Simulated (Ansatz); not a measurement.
Functionals compared on the (110) surface of zinc-blende HgTe in its 1x1 cell (cut with top plane Hg + Te, bottom plane Hg + Te), outermost plane spacing 2.35 Å in the ideal cut, in Ansatz (plane waves, PAW). The structure was relaxed with PBE; the other rows are single points on it, each with its references at the same level. Cutoff 420 eV (500 eV for r2SCAN).

Slab: 12 atoms, Hg6Te6, 11.8 Å thick at the start; k 6x4x1, smearing 0.025 eV, dipole-corrected; all atoms relaxed; held to the start's symmetry, so lower structures may exist; no spin, no spin-orbit, no U. These notes are the PBE run's.

```tsv
functional	surface energy (J/m²)	rough cost of the single point
PBE	0.11	–
LDA	0.26	around 110 core-seconds (rough)
PBEsol	?	about 100 core-seconds (a rough figure)
RPBE	0.03	about 100 core-seconds (a rough figure)
r2SCAN	0.15	roughly 4 core-minutes
```

### Question
Fill in the missing entries.

### Answer

- PBEsol, surface energy (J/m²): 0.18

Ansatz is a quantum-chemistry and plane-wave program.
